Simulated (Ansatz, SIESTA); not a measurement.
# One structure in several programs: Ni₃Hg (P1, 4 atoms in the cell)

Self-consistent single point, at a second geometry (atoms moved at random). First geometry:

```yaml
crystal:
  lattice:
    - [3.74491, 0.00000, 0.00000]
    - [0.00000, 3.74491, 0.00000]
    - [0.00000, 0.00000, 3.74491]
  atoms:
    - { symbol: Ni, position: [0.00000, 0.50000, 0.50000], spin: 2.0 }
    - { symbol: Ni, position: [0.50000, 0.00000, 0.50000], spin: 2.0 }
    - { symbol: Ni, position: [0.50000, 0.50000, 0.00000], spin: 2.0 }
    - { symbol: Hg, position: [0.00000, 0.00000, 0.00000] }
```
(The spins are starting values, not results.)

Second geometry:
```yaml
crystal:
  lattice:
    - [3.74491, 0.00000, 0.00000]
    - [0.00000, 3.74491, 0.00000]
    - [0.00000, 0.00000, 3.74491]
  atoms:
    - { symbol: Ni, position: [0.99570, 0.49969, 0.50743], spin: 2.0 }
    - { symbol: Ni, position: [0.49348, 0.98229, 0.50558], spin: 2.0 }
    - { symbol: Ni, position: [0.51381, 0.51543, 0.00633], spin: 2.0 }
    - { symbol: Hg, position: [0.99702, 0.00259, 0.98066] }
```
(The spins are starting values, not results.)

Shared settings, as Ansatz (an electronic-structure program) writes them: kpoints.mp_grid.grid = 9 9 9; scf.occupations.method = fermi_dirac; scf.occupations.width = 0.1 eV. Potentials and cutoffs stand in the table.

```tsv
code	model	ΔF from the first geometry (meV/atom)	pressure (GPa)	largest force (eV/Å)	size of the net moment (μB/atom)	cutoff
SIESTA	GGA PBEsol, numerical atomic orbitals DZP, PseudoDojo PBEsol standard norm-conserving potentials (rewritten from UPF to PSML)	23.2	-11.05	1.037	0.27	grid 400 Ry
Ansatz	PBEsol, PAW files made with PBE	21.4	-6.34	1.070	0.25	420 eV
```

Size of the force on each atom (eV/Å): Sizes of forces hide their directions.

| code | Ni1 | Ni2 | Ni3 | Hg4 |
|---|---|---|---|---|
| SIESTA | 0.587 | 0.648 | 0.836 | 1.037 |
| Ansatz | 0.567 | 0.573 | 0.682 | 1.070 |

On Ansatz's run: spin-orbit coupling is off. The moments shrank to a small part of their start, a low-spin state that need not be the lowest.

The spread over the programs that give each value: ΔF from the first geometry within 1.8 meV/atom; pressure within 4.71 GPa; largest force within 0.033 eV/Å; size of the net moment within 0.02 μB/atom.

SIESTA uses small atom-centred bases, whose incompleteness enters pressures, forces and empty levels differently from a plane-wave cutoff. Ansatz's pressure is given at a fixed set of plane waves, as the other plane-wave codes print theirs; with its correction for the finite basis it is -6.27 GPa.

The starting cell comes from a database of computed structures (which also holds hypothetical and non-ambient phases and stackings), without a prior relaxation at this level. For this run, on top of that: atoms moved at random.

Keys are those of Ansatz 0.2.
